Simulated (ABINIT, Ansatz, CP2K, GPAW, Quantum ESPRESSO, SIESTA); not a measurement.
## AlSn (P-6m2, 2 atoms in the cell) computed with different codes at matched settings

Self-consistent single point.

```xyz
2
Lattice="4.1981 0.0000 0.0000 -2.0991 3.6357 0.0000 0.0000 0.0000 3.3068" Properties=species:S:1:pos:R:3 pbc="T T T"
Al     0.0000     0.0000     0.0000
Sn     0.0000     2.4238     1.6534
```

Shared settings, as Ansatz (a quantum-chemistry and plane-wave program) writes them: kpoints.mp_grid.grid = 7 7 8; scf.occupations.method = gaussian; scf.occupations.width = 0.1 eV. Potentials and cutoffs stand in the table.

| code | model | pressure (GPa) | cutoff |
|---|---|---|---|
| ABINIT | PBEsol, norm-conserving pseudopotentials (PseudoDojo nc-sr-04 PBEsol standard) | -1.84 | 72 Ry |
| Quantum ESPRESSO | PBEsol, SSSP 1.1.2 precision (PBE) pseudopotentials | -1.91 | 50 Ry |
| SIESTA | GGA PBEsol, numerical atomic orbitals DZP, PseudoDojo PBEsol standard norm-conserving potentials (rewritten from UPF to PSML) | -1.30 | grid 400 Ry |
| Ansatz | PBEsol, PAW files made with PBE | -1.80 | default |
| GPAW | PBEsol, GPAW PAW datasets PBEsol (made by gpaw-setup) | -1.96 | 550 eV |
| CP2K | PBEsol, GPW, DZVP-MOLOPT-SR-GTH basis, GTH-PBE potentials (GTH_POTENTIALS) | 0.51 | grid 400 Ry |

The spread over the programs that give each value: pressure within 2.47 GPa.

SIESTA and CP2K use small atom-centred bases, whose incompleteness enters pressures, forces and empty levels differently from a plane-wave cutoff. Ansatz's pressure is given at a fixed set of plane waves, as the other plane-wave codes print theirs. In the pressure, CP2K (by 2.38) lies more than 1 GPa from the median of the plane-wave programs.

The starting cell comes from a database of computed structures (which also holds hypothetical and non-ambient phases and stackings), without a prior relaxation at this level.

Left out of this page: Elk and FLEUR (not drawn, or without a comparable value).

Keys are those of Ansatz 0.2.
